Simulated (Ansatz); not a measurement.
Input:

```
CELL_PARAMETERS angstrom
      3.26657     0.00000     0.00000
     -1.63329     2.82894     0.00000
      0.00000     0.00000     3.64808
ATOMIC_POSITIONS crystal
  Zr 0.00000 0.00000 0.00000
  B  0.66667 0.33333 0.50000
  B  0.33333 0.66667 0.50000
```

No spin polarisation.

Level of theory: PBE (Ansatz, a first-principles code), without spin-orbit coupling. k-mesh 21×21×16 (Γ-centred); smearing 0.1 eV (Fermi–Dirac).

Predict the band gap, space group and pressure.

The band gap is zero and the space group comes out as P6/mmm (No. 191). The pressure (mean of the normal stresses, compression positive) is -17.8 GPa.

The cells carry an imposed strain or load. Whether these cells are dynamically stable was not tested. All final runs are without spin polarisation. The cell was made from ZrB₂ (space group P6/mmm, No. 191) by this change: isotropic strain +3.00 %.
